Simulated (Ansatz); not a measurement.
# W: pressure 15 GPa

Consider W in the bcc (W type) structure (space group Im-3m, No. 229; a = 3.135 Å).

Modification: cell and atoms relaxed at a pressure of 15 GPa.

Level of theory: LDA, PAW, 420 eV (Ansatz, a quantum-chemistry and plane-wave program; no spin-orbit coupling). Γ-centred 21×21×21 mesh, Fermi–Dirac width 0.05 eV.

```tsv
quantity	base	changed	shift
volume per atom	15.41 Å³	14.79 Å³	-0.62 Å³
density	19.81 g/cm³	20.64 g/cm³	+0.83 g/cm³
lattice parameter a	313.5 pm	309.3 pm	-4.27 pm
shortest interatomic distance	271.5 pm	267.8 pm	-3.7 pm
enthalpy H = E + PV relative to the base's energy	–	+1.41 eV/atom	–
band gap	zero	zero	–
```

Load acts through the strain it causes; cell and atoms are relaxed under it. No phonon test of stability was made. Competing high-pressure phases were not computed. All final runs are without spin polarisation.
